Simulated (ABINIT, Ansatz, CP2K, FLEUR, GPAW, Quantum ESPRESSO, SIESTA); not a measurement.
**HfMg6Sb (Amm2, 8 atoms in the cell) computed with different codes at matched settings**

Self-consistent single point.

```
CELL_PARAMETERS angstrom
      5.41868     0.00000     0.00000
      0.00000     3.09108     5.68682
      0.00000    -3.09108     5.68682
ATOMIC_POSITIONS crystal
  Mg 0.50000 0.66948 0.16530
  Mg 0.50000 0.16530 0.66948
  Mg 0.00000 0.82461 0.33837
  Mg 0.00000 0.33837 0.82461
  Mg 0.00000 0.33535 0.33535
  Mg 0.00000 0.83017 0.83017
  Hf 0.50000 0.66934 0.66934
  Sb 0.50000 0.16736 0.16736
```

Shared settings, as Ansatz (an electronic-structure program) writes them: kpoints.mp_grid.grid = 3 3 3; scf.occupations.method = fermi_dirac; scf.occupations.width = 0.1 eV. Potentials and cutoffs stand in the table.

```tsv
code	model	pressure (GPa)	largest force (eV/Å)	cutoff
SIESTA	LDA PW92, numerical atomic orbitals DZP, PseudoDojo LDA standard norm-conserving potentials (rewritten from UPF to PSML)	-5.14	0.085	grid 350 Ry
CP2K	LDA (Pade form), GPW, DZVP-MOLOPT-PBE-GTH basis, GTH-PBE potentials (POTENTIAL_UZH)	-3.37	0.284	grid 1000 Ry
FLEUR	LDA (Perdew-Zunger), all-electron FLAPW (FLEUR), scalar-relativistic valence	–	0.123	Kmax 3.8 1/bohr
Ansatz	LDA (PW92), PAW files made with PBE	-5.28	0.125	default
Quantum ESPRESSO	LDA (PZ), GBRV 1.5 ultrasoft (LDA) pseudopotentials	-5.35	0.124	40 Ry
GPAW	LDA (Perdew-Wang 92), GPAW PAW datasets LDA (gpaw-data 1.0.1)	-5.31	0.123	800 eV
ABINIT	LDA (PW92), norm-conserving pseudopotentials (PseudoDojo nc-sr-04 LDA standard)	-5.31	0.129	42 Ha
```

Size of the force on each atom (eV/Å): Sizes of forces hide their directions.

```
code                Mg1    Mg2    Mg3    Mg4    Mg5    Mg6    Hf7    Sb8
----------------  -----  -----  -----  -----  -----  -----  -----  -----
SIESTA            0.057  0.057  0.040  0.040  0.042  0.085  0.005  0.082
CP2K              0.018  0.018  0.210  0.210  0.284  0.067  0.036  0.049
FLEUR             0.028  0.028  0.123  0.123  0.033  0.098  0.003  0.030
Ansatz            0.028  0.028  0.125  0.125  0.033  0.100  0.004  0.030
Quantum ESPRESSO  0.028  0.028  0.124  0.124  0.034  0.096  0.004  0.029
GPAW              0.027  0.027  0.123  0.123  0.033  0.097  0.004  0.029
ABINIT            0.027  0.027  0.129  0.129  0.031  0.105  0.005  0.030
```

A dash marks a value that a program does not give, or that is left out as unsure.

On Ansatz's run: spin-orbit coupling is off.

The spread over the programs that give each value: pressure within 1.98 GPa; largest force within 0.199 eV/Å.

SIESTA and CP2K use small atom-centred bases, whose incompleteness enters pressures, forces and empty levels differently from a plane-wave cutoff. FLEUR treats all electrons, but the usual bases taken here (sphere radii, linearisation, local orbitals, empty states) were not tested for convergence, so the values are no reference for the others. Ansatz's pressure is given at a fixed set of plane waves, as the other plane-wave codes print theirs. The same LDA comes in different parametrisations, which differ slightly. In the pressure, CP2K (by 1.94) lies more than 1 GPa from the median of the plane-wave programs. In the force vectors, SIESTA (by 0.094) and CP2K (by 0.251) lie more than 0.08 eV/Å from the median of the plane-wave programs.

The shared mesh is coarse (it stands for a supercell whose shortest vector is 16 Å), so the values are not converged in it.

The starting cell comes from a database of computed structures (which also holds hypothetical and non-ambient phases and stackings), without a prior relaxation at this level. Its lattice was rescaled by a random factor within 2.5 % of one.

Left out of this page: Elk (not drawn, or without a comparable value).

Keys are those of Ansatz 0.2.
